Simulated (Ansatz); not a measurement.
**Na2HF4 (space group P2/m, No. 10; a cell from a computed database, its experimental status unchecked)**

```xyz
7
Lattice="4.3852 0.0000 0.0000 0.0000 3.8492 0.0000 -1.7038 0.0000 5.4605" Properties=species:S:1:pos:R:3 pbc="T T T"
Na     1.3407     0.0000     2.7303
Na     0.0000     1.9246     0.0000
H     -0.8519     1.9246     2.7303
F      1.5061     0.0000     5.4034
F      1.1754     0.0000     0.0571
F      0.1540     1.9246     2.2156
F      2.5275     1.9246     3.2449
```

Level of theory: PBEsol/PAW in Ansatz (an electronic-structure program), spin-orbit coupling left out. k-mesh 8×9×6 (Γ-centred); smearing 0.05 eV (Fermi–Dirac).

```json
{
 "volume_per_atom": "13.17 Å³",
 "density": "2.22 g/cm³",
 "band_gap": "zero",
 "total_energy": "-881.706 eV/atom (σ→0; compares only within this code and set-up)"
}
```

Whether these cells are dynamically stable was not tested. All final runs are without spin polarisation. An odd electron count without spin: Na2HF4.
